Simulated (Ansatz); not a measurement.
# A constructed model of the (0001) surface of hcp Ti, (√3x√3)R30° layer of Pb, one a cell, on the site that continues the host's stacking (bottom of the slab: a bare face, its two planes held)

Method: PBE (plane waves to 420 eV, PAW; Ansatz, a quantum-chemistry and plane-wave program).

Model: 19-atom slab, 14.3 Å thick at the start, 9x9x1 mesh, Fermi-Dirac 0.1 eV, dipole correction, 6 atoms held, the rest relaxed; start symmetry kept, larger cells not searched; no spin, no spin-orbit, no U. It is one candidate, not shown to be the stable structure of the face.

The work function of the top face is 4.43 eV and the energy released by relaxation is 0.20 eV. The cost comes out as very roughly 7 core-minutes.
